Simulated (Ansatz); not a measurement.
The starting structures come from a database of crystals and need not be the phases stable at ambient conditions.

Given:

```
AlP
1.0
    3.86348     0.00000     0.00000
   -1.93174     3.34587     0.00000
    0.00000     0.00000     6.34144
Al P
2 2
Direct
  0.33333   0.66667   0.00007
  0.66667   0.33333   0.50007
  0.33333   0.66667   0.37493
  0.66667   0.33333   0.87493
```

Space group of this cell: P6_3mc, wurtzite. The cell is taken as given.

All values below come from PBEsol (plane waves, PAW; Ansatz, a program for electronic structure).

The current runs along the normal of the first two printed vectors; no spin-orbit coupling. Scaled by the factor s: the length along the current (ions clamped). Meshes 12×12×6 and 12×12 across the current in all rows.

```json
[
 {"s": "0.97", "mean pressure (GPa)": "2.8", "band gap (eV)": "1.70"},
 {"s": "1.00", "mean pressure (GPa)": "-0.1", "band gap (eV)": "1.83"},
 {"s": "1.03", "mean pressure (GPa)": "-2.4", "band gap (eV)": "?"}
]
```

Question: Take the slope of the band gap against ln s from the two given rows, extrapolate to s = 1.03, and say what the run there gives.

Answer: Slope = (1.70 − 1.83) / ln 0.97 = 4.27 eV. The line gives 1.83 + (4.27) × ln 1.03 = 1.96 eV. The run gives 1.88 eV, 0.08 eV under the line, 60 % of the predicted step.
